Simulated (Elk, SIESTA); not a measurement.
A SIESTA input for a self-consistent single point of Al (Fm-3m, 1 atom in the cell) (DFT, GGA PBE, numerical atomic orbitals TZP, PseudoDojo PBE standard norm-conserving potentials (rewritten from UPF to PSML)):

```
# files in the folder: Al.psml (PseudoDojo PBE standard)
SystemName  Al
SystemLabel al

NumberOfAtoms                1
NumberOfSpecies              1
%block ChemicalSpeciesLabel
  1 13 Al
%endblock ChemicalSpeciesLabel
LatticeConstant              1.0 Bohr
%block LatticeVectors
     0.000000000    3.896377163    3.896377163
     3.896377163    0.000000000    3.896377163
     3.896377163    3.896377163    0.000000000
%endblock LatticeVectors
AtomicCoordinatesFormat      Ang
%block AtomicCoordinatesAndAtomicSpecies
     0.000000000    0.000000000    0.000000000  1
%endblock AtomicCoordinatesAndAtomicSpecies

XC.functional                GGA
XC.authors                   PBE
PAO.BasisSize                TZP
PAO.EnergyShift              0.005 Ry
MeshCutoff                   350 Ry
%block kgrid.MonkhorstPack
   11   0   0  0.0
    0  11   0  0.0
    0   0  11  0.0
%endblock kgrid.MonkhorstPack
OccupationFunction           MP
OccupationMPOrder            0
ElectronicTemperature        50.0 meV

MaxSCFIterations             150
SCF.Mixer.Method             Pulay
SCF.Mixer.Weight             0.1
SCF.Mixer.History            8
SCF.DM.Tolerance             1.0E-04
Diag.ParallelOverK           true
WriteForces                  true
```

### Question
Translate this input to Elk.

### Answer
This is the input that was run; spellings and numerical settings could be chosen otherwise.

```
tasks
  0

xctype
  20

rgkmax
  7.5

gmaxvr
  16.0

nxlo
  2

lorbcnd
  .true.

lmaxi
  2

stype
  0

swidth
  0.00183747

maxscl
  100

scale
  5.510309429

avec
    0.0000000000    0.7071067812    0.7071067812
    0.7071067812    0.0000000000    0.7071067812
    0.7071067812    0.7071067812    0.0000000000

sppath
  './'

atoms
  1
  'Al.in'
  1
  0.0000000000  0.0000000000  0.0000000000    0.0 0.0 0.0

ngridk
  11 11 11
```

Basis, cutoffs, solver keys and any potentials are the target program's own. This input uses DFT, PBE, all-electron FP-LAPW, Elk's shipped species files, APW+lo basis with extra local orbitals.

The starting cell comes from a database of computed structures (which also holds hypothetical and non-ambient phases and stackings), without a prior relaxation at this level. Its lattice was rescaled by a random factor within 2.5 % of one.
